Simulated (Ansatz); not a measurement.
**A constructed model of the (111)B surface of 3C silicon carbide, C-terminated, C trimer, 2x2 (bottom of the slab: 4 H on 4 bottom sites)**

Method: HSE06, at the PBE geometry (plane waves to 420 eV, PAW; Ansatz, a first-principles code).

Set-up: 39 atoms, 11.2 Å thick at the start with caps and adatoms (thin: gaps and levels are the slab's own); mesh 3x3x1; 0.025 eV smearing; dipole correction on; single point; on the structure that PBE left under its start's symmetry; no spin, no spin-orbit, no U. It is one candidate, not shown to be the stable structure of the face.

```
Quantity                                                         Result
-----------------------------------------------  ----------------------
gap of the slab on its k-mesh                                   1.73 eV
highest filled level below the top vacuum level                 5.47 eV
cost                                             roughly 8 core-minutes
```
